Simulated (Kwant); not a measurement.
Model system: wire with an antidot in a In0.53Ga0.47As two-dimensional gas. Effective mass 0.041 mₑ, grid spacing 4.2 nm, hard walls, nominal width 100 nm (23 grid rows, so walls 100.8 nm apart), one parabolic valley, scattering region 300 nm long along x; energies count from the band bottom; Fermi energy swept from 0.00045857 to 0.010621 eV. Hard-wall hole of radius 20 nm, 0 nm off the axis.

Constants are typed, rounded textbook-type inputs, not results; the design itself was drawn at random and stands for no fabricated device.

Computed with Kwant: effective-mass tight-binding model on a square grid, one spin, coherent transport at 0 K. Conductance is in e²/h.

Density of the scattering states that come in from the left lead, at energy = 0.0029624 eV, in bins, relative to the largest site value (x marks bins outside the device):

```
|                                            |
|   ....      .....                          |
|  ..:::.    .::::..                         |
|  :-==-:.   :-==-:.                         |
| .:=**+-.  .-=**+-.                         |
| .-+##*=.  .-+##+-.  xx                     |
| .-*%%*=:  .=*%%*=. xxxx                    |
| .=#@@#+:  :=#%@*=.xxxxxx                   |
| .=#@@%+:  :=#@@#=.xxxxxx                   |
| .=#@@%+:  :=#@@#=.xxxxxx                   |
| .=*%@#=:  .=*%%*=. xxxx                    |
| .-+##*=.  .-+##+-.  xx                     |
| .:=**+-.  .-=**+-.                         |
|  :-=+=:.  .:-++=-.                         |
|  .:---:    .:-=-:.                         |
|  ..:::.    .::::..                         |
|   ....      .....                          |
|                                            |
|                                            |
```
Scale: ten equal steps from 0.000 (start of ' ') to 0.979 (end of '@'), in the order ' .:-=+*#%@'; x runs from -144 to 144, y from -44.1 (bottom) to 44.1 (top).

The conductance there is 0.00096 e²/h with 1 open channel(s) in the leads.
